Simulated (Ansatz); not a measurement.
An Ansatz (an electronic-structure program) input (Ansatz, PBEsol-D3(BJ), PAW, cutoff 420 eV, no spin-orbit coupling):

Ansatz 0.2 input:
```yaml
crystal:
  lattice:
    - [3.1366127456, 0, 0]
    - [1.5683063728, 2.7163863195, 0]
    - [0, 0, 11.7318654701]
  atoms:
    - { symbol: W, position: [0.3333333333, 0.3333333333, 0.25] }
    - { symbol: W, position: [0.6666666667, 0.6666666667, 0.75] }
    - { symbol: S, position: [0.3333333333, 0.3333333333, 0.6164639925] }
    - { symbol: S, position: [0.6666666667, 0.6666666667, 0.1164639925] }
    - { symbol: S, position: [0.6666666667, 0.6666666667, 0.3835360075] }
    - { symbol: S, position: [0.3333333333, 0.3333333333, 0.8835360075] }
basis: { ecutwfc: 420, ecutrho_ratio: 4, xc_grid: 2, fft_grid_basis: typed }
kpoints: { mp_grid: { grid: [12, 12, 3] } }
hamiltonian:
  xc: pbesol
  dispersion: d3bj
  pseudopotentials: { kind: paw }
scf: { occupations: { method: fermi_dirac, width: 0.05 } }
relax: { f_tol: 0.005, max_steps: 50, cell: { stress_tol: 0.01, fix: [a, b, gamma] } }
output: { forces: true, stress: true }
checkpoint: { write: state.ck, write_every: 1000 }
```

Problem. Which symmetry and how many k-points will the program report, and about how many plane waves at Γ?

Solution. Space group P63/mmc (ITA 194) with 24 operations, k-points 38 of 432, and 1923 plane waves at Γ.

Problem. And the final pressure?

Solution. -1.50 GPa (compression positive).

The cells carry an imposed strain or load. Stability against distortions was not tested. The cell was made from WS2 in the 2H-MoS2 type structure (space group P6_3/mmc, No. 194; layered, stacked along the Cartesian z axis) by this change: biaxial strain +0.70 %, plane normal [001], relaxed out of plane.
